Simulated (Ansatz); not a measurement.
The parent structure is Ta2N in the anti-CdI2 type structure (space group P-3m1, No. 164; a = 3.065 Å, c = 4.891 Å; relaxed with 0.1 eV smearing). Axes: x lies along a and z along c of the hexagonal cell.

Computed with r2SCAN+rVV10 in Ansatz (plane waves to 500 eV, PAW, without spin-orbit coupling), earlier PAW set.

It is then changed as follows: an isotropic linear strain of +2.34 %; the atoms relax in the strained cell.

Question: Predict the stress tensor and what it implies for the stiffness.

Answer: Stress of the strained cell less that of the base (GPa, compression positive):
```
  -17.4     0.0     0.0
    0.0   -17.4     0.0
    0.0     0.0   -18.4
```

Then B = −ΔP/(ΔV/V₀) with ΔV/V₀ = 0.0719 gives secant stiffness values (nonlinear terms included at this strain): B (at held cell shape, above the free-shape value) ≈ 247 GPa.

As a check, the harmonic strain energy −½ V₀ Δσ:ε is 52 meV/atom; the computed energy rise is 56 meV/atom.

No phonon test of stability was made. All final runs are without spin polarisation.

Ansatz is a program for electronic structure.
